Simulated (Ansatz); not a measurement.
Here is the system:

End structure of the (21-31) surface of hcp Ti in its 1x1 cell, outermost plane spacing 0.16 Å in the ideal cut:

```
CELL_PARAMETERS angstrom
      5.50203     0.00000     0.00000
     -1.57821     6.71213     0.00000
      0.00000     0.00000    27.00000
ATOMIC_POSITIONS crystal
  Ti 0.69711 0.44715 0.31219
  Ti 0.66280 0.87629 0.31685
  Ti 0.11431 0.79194 0.34073
  Ti 0.03209 0.20625 0.34765
  Ti 0.51784 0.15794 0.37618
  Ti 0.40388 0.54770 0.38255
  Ti 0.88166 0.49767 0.40814
  Ti 0.79997 0.89936 0.41499
  Ti 0.27255 0.83978 0.44324
  Ti 0.17320 0.23704 0.45049
  Ti 0.65347 0.18423 0.48056
  Ti 0.56017 0.58121 0.48580
  Ti 0.04190 0.52875 0.51420
  Ti 0.94859 0.92574 0.51944
  Ti 0.42887 0.87292 0.54951
  Ti 0.32952 0.27018 0.55676
  Ti 0.80210 0.21060 0.58501
  Ti 0.72041 0.61229 0.59186
  Ti 0.19819 0.56226 0.61745
  Ti 0.08422 0.95202 0.62382
  Ti 0.56998 0.90372 0.65235
  Ti 0.48776 0.31802 0.65927
  Ti 0.93927 0.23367 0.68315
  Ti 0.90496 0.66281 0.68781
```

Set-up: 24 atoms, 10.5 Å thick at the start; mesh 7x6x1; 0.1 eV smearing; dipole correction on; single point; on the structure that PBE left under its start's symmetry; no spin, no spin-orbit, no U.

Q: What is the computed surface energy (mean of both faces) (r2SCAN, at the PBE geometry run with Ansatz, a quantum-chemistry and plane-wave program)?

A: 2.15 J/m^2

Q: Predict the work function of the top face from r2SCAN, at the PBE geometry.

A: 3.52 eV
